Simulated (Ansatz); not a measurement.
## Mo in the bcc (W type) structure (space group Im-3m, No. 229)

```
Mo
1.0
   -1.56478     1.56478     1.56478
    1.56478    -1.56478     1.56478
    1.56478     1.56478    -1.56478
Mo
1
Direct
  0.00000   0.00000   0.00000
```

All numbers come from PBEsol (Ansatz, a first-principles code), spin-orbit coupling left out. Settings: 21×21×21 k-points, 0.05 eV Fermi–Dirac smearing.

```json
{
  "volume_per_atom": "15.33 Å³",
  "density": "10.40 g/cm³",
  "band_gap": "zero",
  "total_energy": "-4897.468 eV/atom (σ→0; compares only within this code and set-up)"
}
```

Stability against distortions was not tested. The final runs are not spin-polarised.
